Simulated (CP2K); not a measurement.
CP2K run on LuAl₂ (P1, 6 atoms in the cell): self-consistent single point.

Method: LDA (Pade form), GPW, DZVP-MOLOPT-SR-GTH basis, GTH-PADE potentials (GTH_POTENTIALS) run with CP2K 2026.2.

```xyz
6
Lattice="5.4534 0.0000 0.0000 2.7267 4.7228 0.0000 2.7267 1.5743 4.4527" Properties=species:S:1:pos:R:3 pbc="T T T"
Lu     5.4857     3.1275     2.2324
Lu     8.1557     4.7547     3.3419
Al     1.3387     0.8473     0.5189
Al     4.1081     0.7865     0.5851
Al     2.7331     1.5891     2.8337
Al     2.7192     3.0634     0.5066
```

Reference input (self-consistent single point, DFT LDA (Pade form), GPW, DZVP-MOLOPT-SR-GTH basis, GTH-PADE potentials (GTH_POTENTIALS)): CUTOFF = 500 Ry; REL_CUTOFF = 50 Ry; SMEAR/METHOD = FERMI_DIRAC; ELECTRONIC_TEMPERATURE = 580.23 K; KPOINTS/SCHEME = MONKHORST-PACK 4 4 4; GAMMA_CENTERED = T; XC_FUNCTIONAL = PADE; Lu/BASIS_SET = DZVP-MOLOPT-SR-GTH-q25; Lu/POTENTIAL = GTH-PADE-q25; Al/BASIS_SET = DZVP-MOLOPT-SR-GTH-q3; Al/POTENTIAL = GTH-PADE-q3; METHOD = GPW. This run's input differs from it in these lines:

```diff
@@ -40,3 +40,3 @@
     &KPOINTS
-      SCHEME MONKHORST-PACK 4 4 4
+      SCHEME MONKHORST-PACK 6 6 6
       GAMMA_CENTERED T
```

The program printed (abridged):

```
 SCF WAVEFUNCTION OPTIMIZATION

  Step     Update method      Time    Convergence         Total energy    Change
     1 NoMix/Diag. 0.20E+00      -     2.28239330      -534.5195559495 -5.35E+02
     2 Broy./Diag. 0.20E+00      -     0.02882679      -535.4798678384 -9.60E-01
     3 Broy./Diag. 0.20E+00      -     0.02867980      -534.3310426769  1.15E+00
     4 Broy./Diag. 0.20E+00      -     0.01085532      -533.4716480081  8.59E-01
     5 Broy./Diag. 0.20E+00      -     0.00304094      -533.3842250800  8.74E-02
     6 Broy./Diag. 0.20E+00      -     0.00194124      -533.4575998719 -7.34E-02
   [... 4 lines left out ...]
    11 Broy./Diag. 0.20E+00      -     0.00000380      -533.4733070578 -3.31E-04
    12 Broy./Diag. 0.20E+00      -     0.00000188      -533.4733142990 -7.24E-06
    13 Broy./Diag. 0.20E+00      -     0.00000109      -533.4732978046  1.65E-05
    14 Broy./Diag. 0.20E+00      -     0.00000011      -533.4732944206  3.38E-06
  *** SCF run converged in    14 steps ***

  Overlap energy of the core charge distribution:               0.00000000000003
  Self energy of the core charge distribution:               -732.06152643516521
  Core Hamiltonian energy:                                    202.75163094631372
  Hartree energy:                                              44.71739942664760
  Exchange-correlation energy:                                -48.87985084246441
  Electronic entropic energy:                                  -0.00094751604613
  Fermi energy:                                                 0.28174898036637

  Total energy:                                              -533.47329442057833
  Total energy (extrapolated to T->0):                       -533.47282066255525

                     Mulliken Population Analysis

   [... lines left out ...]

 STRESS| Analytical stress tensor [bar]
 STRESS|                        x                   y                   z
 STRESS|      x       -4.79876839316E+04   2.01194083375E+03   1.04736298607E+03
 STRESS|      y        2.01194083375E+03  -4.53132670396E+04   2.48704490239E+02
 STRESS|      z        1.04736298607E+03   2.48704490239E+02  -4.84441046376E+04
 STRESS| 1/3 Trace                                            -4.72483518696E+04
```

The run converged in 14 iterations. Against the reference run the free energy goes up by 16.8 meV/atom, the pressure goes from -4.45 to -4.72 GPa and the largest force goes from 0.711 to 0.700 eV/Å.

The starting cell comes from a database of computed structures (which also holds hypothetical and non-ambient phases and stackings), without a prior relaxation at this level. Its atoms were displaced at random from the sites of space group no. 227. Values carry the incompleteness of an atom-centred basis. With a pressure of about -5 GPa the cell is away from its equilibrium volume at this level.

Cost on one core of a shared machine: roughly 3 min.
